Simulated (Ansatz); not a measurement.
Base system: Sc in the hcp (Mg type) structure (space group P6_3/mmc, No. 194; a = 3.319 Å, c = 5.166 Å).

Level of theory: PBE (Ansatz, a first-principles code), no spin-orbit coupling.

For the base:

- c/a ratio: 1.556
- Lattice parameter a: 3.319 Å

The change: a hydrostatic pressure of 5 GPa.

What happens to the c/a ratio and lattice parameter a?

The c/a ratio drops by 0.005, from 1.556 to 1.551; the lattice parameter a falls by 0.084 Å, from 3.319 Å to 3.235 Å.

Load acts through the strain it causes; cell and atoms are relaxed under it. Whether these cells are dynamically stable was not tested. Competing high-pressure phases were not computed. The final runs are not spin-polarised.
